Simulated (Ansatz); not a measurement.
Take CdTe in the rock salt structure (space group Fm-3m, No. 225; a = 6.000 Å; relaxed with 0.1 eV smearing) as the base. Axes: x, y, z lie along the cube axes.

The values are results of DFT with PBEsol, PAW potentials and a 420 eV plane-wave cutoff in Ansatz (an electronic-structure program), no SOC, not measurements.

Base values:

The volume per atom is 27.01 Å³.

It is then changed as follows: compressive biaxial strain of 0.66 % in the plane normal to [001], as in epitaxy on a mismatched substrate; the out-of-plane cell vector and the atoms relax.

Task: How does this affect the volume per atom?

Result: The volume per atom falls by 0.24 Å³ to 26.77 Å³.

Task: Estimate the effect on the in-plane stress.

Result: The mean in-plane stress (compression positive) comes out as +0.8 GPa.

Task: Estimate the effect on the energy relative to the base.

Result: The energy grows by 0.9 meV/atom.

Whether these cells are dynamically stable was not tested. The final runs are not spin-polarised. This is not the structure that CdTe has at room temperature and ambient pressure.
